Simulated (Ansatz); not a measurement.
Consider Ta in the bcc (W type) structure (space group Im-3m, No. 229; a = 3.282 Å; relaxed with 0.1 eV smearing). Axes: x, y, z lie along the cube axes.

All numbers come from plane-wave PAW DFT at the PBEsol level (Ansatz, a program for electronic structure, 420 eV), no SOC.

For the base:

The pressure is 0.0 GPa.

Now apply this change: uniaxial strain ε_zz = −1.00 %, all other strain components held at zero, atoms relaxed at fixed cell.

Task: What happens to the pressure?

Result: The pressure (mean of the normal stresses, compression positive) goes from zero to 2.1 GPa.

Task: How does this affect the energy relative to the base?

Result: The energy grows by 1.6 meV/atom.

Whether these cells are dynamically stable was not tested. All final runs are without spin polarisation.
